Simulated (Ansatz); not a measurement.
How the smallest direct gap on the k points sampled of Sb (model structure, I-43m, No. 217, 4 atoms in the cell) moves with the method

No measured value is used here.

```json
[
 {"level (code)": "LDA (Ansatz)", "value (eV)": "0.18", "cell (Å³/atom)": "35.50"},
 {"level (code)": "PBEsol (Ansatz)", "value (eV)": "0.36", "cell (Å³/atom)": "37.09"},
 {"level (code)": "r²SCAN+SOC (Ansatz)", "value (eV)": "0.13", "cell (Å³/atom)": "36.08"},
 {"level (code)": "r²SCAN+rVV10 (Ansatz)", "value (eV)": "1.14", "cell (Å³/atom)": "41.00"},
 {"level (code)": "HSE06+SOC (Ansatz)", "value (eV)": "0.27", "cell (Å³/atom)": "36.08"}
]
```

Computed values are for a static lattice. Spin–orbit coupling is included only where a level's name says +SOC; with heavier elements it mostly lowers gaps and can invert bands.  Values are at the level's own equilibrium cell; r²SCAN+SOC at the PBE-D3(BJ) cell; HSE06+SOC at the PBE-D3(BJ) cell. Cutoffs and k meshes differ between the levels. Ansatz's density-functional and Hartree–Fock values are scalar-relativistic unless marked +SOC, with PAW data made under PBE.

A model structure was made by putting elements into a prototype or built by hand; it is no filed structure, need not be a known phase, and can be a saddle point held by its symmetry.

Ansatz is a first-principles code.
